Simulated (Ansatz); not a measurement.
## Hypothetical R-3c LuCl3 under a change: biaxial strain +0.49 %, plane normal [001], relaxed out of plane

Base system: LuCl$_{3}$ (space group R-3c, No. 167; a = 6.431 Å, c = 17.666 Å (hexagonal axes); a hypothetical phase, not in the database extracts checked). Axes: x lies along a and z along c of the hexagonal cell.

Perturbation: tensile biaxial strain of 0.49 % in the plane normal to [001], as in epitaxy on a mismatched substrate; the out-of-plane cell vector and the atoms relax.

Level of theory: PBEsol (Ansatz, an electronic-structure program, PAW, no SOC). k-mesh 6×6×6 (Γ-centred); smearing 0.05 eV (Fermi–Dirac).

Energy relative to the base (free energy F): +0.1 meV/atom
Pressure (mean of the normal stresses, compression positive): -0.08 GPa (base -0.01 GPa)
Band gap: 4.64 eV (base 4.63 eV)
Gap character: indirect, Γ → F (base indirect, Γ → F)
Smallest direct gap: 4.85 eV (base 4.85 eV)
Width of the top valence band: 0.36 eV (base 0.35 eV)
Hole mass: 0.40 mₑ along k, 1.9 mₑ across (at Γ) (base 0.40 mₑ along c, 2.0 mₑ across (at Γ))
Valence-band top at Γ (three highest levels, from the VBM): 0.00, -0.10, -0.10 eV (base 0.00, -0.08, -0.08 eV)
Valley order (the lowest conduction-band minima on the path, energy above the VBM, named in the base's zone): F (1/2, 0, 1/2) 4.64 eV; Γ 4.85 eV (base F (1/2, 0, 1/2) 4.63 eV; Γ 4.86 eV)
Out-of-plane strain: -0.28 %
Mean in-plane stress (compression positive): -0.1 GPa

Final structure (turned so that z lies along the plane normal):

```xyz
8
Lattice="6.4629 0.0000 0.0000 3.2314 5.5970 0.0000 3.2314 -1.8657 5.8720" Properties=species:S:1:pos:R:3 pbc="T T T"
Lu     0.0000     0.0000     0.0000
Lu     3.2314     1.8657     2.9360
Cl     7.5810     1.7948     1.4680
Cl     4.3495     0.0709     1.4680
Cl     4.2268     3.7314     1.4680
Cl     5.3448     1.9365     4.4040
Cl     8.5763     3.6605     4.4040
Cl     8.6990     0.0000     4.4040
```

Effective masses come from finite differences of ±0.01 Å⁻¹. Along k means along the line from Γ to the band edge. Whether these cells are dynamically stable was not tested. The base started in R32 and relaxed to R-3c at this level.
